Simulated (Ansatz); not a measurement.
A stack in vacuum: 3 layers of WSi2N4, started at antiparallel, shifted by (1/3,2/3) (facing N atop N, which symmetry holds and which is mostly a maximum against sliding).

These are PBE+D3(BJ) (plane waves to 420 eV, PAW; Ansatz, a quantum-chemistry and plane-wave program) values and carry that method's errors. Scalar-relativistic, without spin–orbit coupling; with elements this heavy it can move edges by tenths of an eV. Its k-point mesh 12×12×1, Fermi–Dirac width 0.01 eV. A dipole correction is on.

Problem. Predict its spacing and gap.

Solution. 
- gap between facing atomic planes: 3.35, 3.35 Å
- step of the vacuum level across the stack (top less bottom): 0.00 eV
- PBE gap over the mesh and listed points off it: 2.05 eV, indirect (lowest direct gap 2.39 eV)
- valence and conduction edges under the vacuum level of the lower face: 5.09 and 3.04 eV
